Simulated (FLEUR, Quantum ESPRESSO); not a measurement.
A Quantum ESPRESSO input for a self-consistent single point of CdCo3N (Pm-3m, 5 atoms in the cell) (DFT, PBEsol, plane waves, SSSP 1.1.2 efficiency (PBE) pseudopotentials):

```fortran
&control
 calculation = 'scf'
 prefix = 'run'
 outdir = './tmp/'
 pseudo_dir = './'
 tprnfor = .true.
 tstress = .true.
/
&system
 ibrav = 0
 nat = 5
 ntyp = 3
 ecutwfc = 50
 ecutrho = 400
 occupations = 'smearing'
 smearing = 'gauss'
 degauss = 0.0099958
 nspin = 2
 starting_magnetization(2) = 0.176
 input_dft = 'pbesol'
/
&electrons
 conv_thr = 1.0d-9
 mixing_beta = 0.3
/
ATOMIC_SPECIES
Cd   112.4140  Cd.pbe-dn-rrkjus_psl.0.3.1.UPF
Co    58.9332  Co_pbe_v1.2.uspp.F.UPF
N     14.0070  N.pbe-n-radius_5.UPF
ATOMIC_POSITIONS angstrom
Cd    0.0000000000    0.0000000000    0.0000000000
Co    1.8889695000    1.8889695000    0.0000000000
Co    0.0000000000    1.8889695000    1.8889695000
Co    1.8889695000    0.0000000000    1.8889695000
N     1.8889695000    1.8889695000    1.8889695000
K_POINTS automatic
6 6 6  0 0 0
CELL_PARAMETERS angstrom
   3.7779390000     0.0000000000     0.0000000000
   0.0000000000     3.7779390000     0.0000000000
   0.0000000000     0.0000000000     3.7779390000
```

### Question
Give the FLEUR input for the same structure, mesh, smearing and functional.

### Answer
One input that does it (others would too):

Input of the input generator:

```
CdCo3N crystal
&input film=f /
7.1392700255 0.0000000000 0.0000000000
0.0000000000 7.1392700255 0.0000000000
0.0000000000 0.0000000000 7.1392700255
1.0
1.0 1.0 1.0

5
48 0.0000000000 0.0000000000 0.0000000000 : 0.00
27 0.5000000000 0.5000000000 0.0000000000 : 3.00
27 0.0000000000 0.5000000000 0.5000000000 : 3.00
27 0.5000000000 0.0000000000 0.5000000000 : 3.00
7 0.5000000000 0.5000000000 0.5000000000 : 0.00

&comp jspins=2 /
&exco xctyp='PBEs' /
&kpt div1=6 div2=6 div3=6 gamma=t /
&end /
```

```xml
<?xml version="1.0" encoding="UTF-8" standalone="no"?>
<fleurInput fleurInputVersion="0.39">
   <comment>
      CdCo3N crystal                                                                                      
   </comment>
   <calculationSetup>
      <cutoffs Kmax="4.7" Gmax="14.1" GmaxXC="14.1" numbands="0"/>
      <scfLoop itmax="100" minDistance="0.00001" maxIterBroyd="40" imix="Anderson" alpha="0.05" precondParam="0.0" spinf="2.0"/>
      <coreElectrons ctail="T" frcor="F" kcrel="0" coretail_lmax="0"/>
      <xcFunctional name="PBEs" relativisticCorrections="F"/>
      <magnetism jspins="2"/>
      <soc l_soc="F" theta="0.0" phi="0.0" spav="F"/>
      <expertModes spex="0" secvar="F"/>
      <geometryOptimization l_f="T" forcealpha="1.0" forcemix="BFGS" epsdisp="0.00001" epsforce="0.00001"/>
      <ldaU l_linMix="F" mixParam="0.05" spinf="1.0"/>
   </calculationSetup>
   <cell>
      <bzIntegration valenceElectrons="68.0" mode="gauss" fermiSmearingEnergy="0.00499791">
         <kPointListSelection listName="default-1"/>
         <!-- k-points included here -->
         <xi:include xmlns:xi="http://www.w3.org/2001/XInclude" href="kpts.xml"> </xi:include>
      </bzIntegration>
      <!-- symmetry operations included here -->
      <xi:include xmlns:xi="http://www.w3.org/2001/XInclude" href="sym.xml"> </xi:include>
      <bulkLattice scale="1.0">
         <bravaisMatrix>
            <row-1>    7.1392700255000001     0.0000000000000000     0.0000000000000000</row-1>
            <row-2>    0.0000000000000000     7.1392700255000001     0.0000000000000000</row-2>
            <row-3>    0.0000000000000000     0.0000000000000000     7.1392700255000001</row-3>
         </bravaisMatrix>
      </bulkLattice>
   </cell>
   <atomSpecies>
      <species name="Cadmium (Cd)" element="Cd" atomicNumber="48">
         <mtSphere radius="2.63" gridPoints="909" logIncrement="0.014"/>
         <atomicCutoffs lmax="10" lnonsphr="8"/>
         <electronConfig flipSpins="F">
            <coreConfig>(1s1/2) (2s1/2) (2p1/2) (2p3/2) (3s1/2) (3p1/2) (3p3/2) (4s1/2) (3d3/2) (3d5/2)</coreConfig>
            <valenceConfig>(4p1/2) (4p3/2) (5s1/2) (4d3/2) (4d5/2)</valenceConfig>
         </electronConfig>
         <energyParameters s="5" p="5" d="4" f="4"/>
         <lo type="SCLO" l="1" n="4" eDeriv="0"/>
         <lo type="HELO" l="2" n="5" eDeriv="0"/>
      </species>
      <species name="Cobalt (Co3.000" element="Co" atomicNumber="27">
         <mtSphere radius="2.17" gridPoints="751" logIncrement="0.016"/>
         <atomicCutoffs lmax="8" lnonsphr="6"/>
         <electronConfig flipSpins="F">
            <coreConfig>(1s1/2) (2s1/2) (2p1/2) (2p3/2) (3s1/2)</coreConfig>
            <valenceConfig>(3p1/2) (3p3/2) (4s1/2) (3d3/2) (3d5/2)</valenceConfig>
            <stateOccupation state="(3d3/2)" spinUp="2.0" spinDown="0.8"/>
            <stateOccupation state="(3d5/2)" spinUp="3.0" spinDown="1.2"/>
         </electronConfig>
         <energyParameters s="4" p="4" d="3" f="4"/>
         <lo type="SCLO" l="1" n="3" eDeriv="0"/>
      </species>
      <species name="Nitrogen (N)" element="N" atomicNumber="7">
         <mtSphere radius="1.22" gridPoints="423" logIncrement="0.024"/>
         <atomicCutoffs lmax="6" lnonsphr="4"/>
         <electronConfig flipSpins="F">
            <coreConfig>(1s1/2)</coreConfig>
            <valenceConfig>(2s1/2) (2p1/2) (2p3/2)</valenceConfig>
            <stateOccupation state="(2p1/2)" spinUp="0.5" spinDown="0.5"/>
            <stateOccupation state="(2p3/2)" spinUp="1" spinDown="1"/>
         </electronConfig>
         <energyParameters s="2" p="2" d="3" f="4"/>
      </species>
   </atomSpecies>
   <atomGroups>
      <atomGroup species="Cadmium (Cd)">
         <relPos label="                   1">.0000000000 .0000000000 .0000000000</relPos>
         <force calculate="T" relaxXYZ="TTT"/>
      </atomGroup>
      <atomGroup species="Cobalt (Co3.000">
         <relPos label="                   2">1.000/2.000 1.000/2.000 .0000000000</relPos>
         <relPos label="                   3">.0000000000 1.000/2.000 1.000/2.000</relPos>
         <relPos label="                   4">1.000/2.000 .0000000000 1.000/2.000</relPos>
         <force calculate="T" relaxXYZ="TTT"/>
      </atomGroup>
      <atomGroup species="Nitrogen (N)">
         <relPos label="                   5">1.000/2.000 1.000/2.000 1.000/2.000</relPos>
         <force calculate="T" relaxXYZ="TTT"/>
      </atomGroup>
   </atomGroups>
   <output dos="F" band="F" slice="F">
      <checks vchk="F" cdinf="F"/>
      <bandDOS minEnergy="-.5*Htr" maxEnergy="0.5*Htr" sigma="0.015" storeEVData="T"/>
      <vacuumDOS vacdos="F" integ="F" star="F" nstars="0" locx1="0.0" locy1="0.0" locx2="0.0" locy2="0.0" nstm="0" tworkf="0.0"/>
      <unfoldingBand unfoldBand="F" supercellX="1" supercellY="1" supercellZ="1"/>
      <plotting iplot="0" polar="F">
         <plot TwoD="T" vec1="  1.0  0.0  0.0" vec2="  0.0  1.0  0.0" vec3="  0.0  0.0  1.0" zero="  0.0  0.0  0.0" file="plot"/>
      </plotting>
      <chargeDensitySlicing numkpt="0" minEigenval="0.0" maxEigenval="0.0" nnne="0" pallst="F"/>
      <specialOutput eonly="F"/>
      <magneticCircularDichroism mcd="F" energyLo="-10.0" energyUp="0.0"/>
   </output>
  <!-- We include the file relax.xml here to enable relaxations (see documentation) -->
  <xi:include xmlns:xi="http://www.w3.org/2001/XInclude" href="relax.xml"> <xi:fallback/> </xi:include>
</fleurInput>
```

Basis settings and potentials, where a program has them, do not carry over. This input uses DFT, PBEsol, all-electron FLAPW (FLEUR), scalar-relativistic valence. Both were run: size of the net moment 0.62 μB/atom in Quantum ESPRESSO and 0.60 in FLEUR.

On FLEUR: the starting cell comes from a database of computed structures (which also holds hypothetical and non-ambient phases and stackings), without a prior relaxation at this level. For this run, on top of that: lattice scaled by 0.98. The magnetic order is the one reached from the typed start; others were not searched systematically. Values depend on the basis (sphere radii, cutoffs, local orbitals), which need not be converged.

On Quantum ESPRESSO: the starting cell comes from a database of computed structures (which also holds hypothetical and non-ambient phases and stackings), without a prior relaxation at this level. For this run, on top of that: lattice scaled by 0.98. The magnetic order is the one reached from the typed start; others were not searched systematically.
